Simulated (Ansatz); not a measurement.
Take SnS2 in the rutile structure (space group P4_2/mnm, No. 136; a = 6.201 Å, c = 3.807 Å; a hypothetical phase, not in the database extracts checked) as the base.

The values are results of Ansatz (a quantum-chemistry and plane-wave program) PBE, without spin-orbit coupling, earlier PAW set, not measurements.

Before the change:

The lattice parameter a is 6.201 Å.

Modification: full substitution Sn → Ge, then cell and atoms are relaxed.

Tabulated Pauling electronegativity and covalent radius: Sn 1.96, 1.39 Å; Ge 2.01, 1.20 Å.

Question: What does the calculation give for the lattice parameter a after the change?

Answer: The lattice parameter a shrinks by 0.2063 Å (6.201 Å → 5.994 Å).

No phonon test of stability was made. As relaxed here, GeS2 is a hypothetical phase, not in the database extracts checked. All final runs are without spin polarisation.
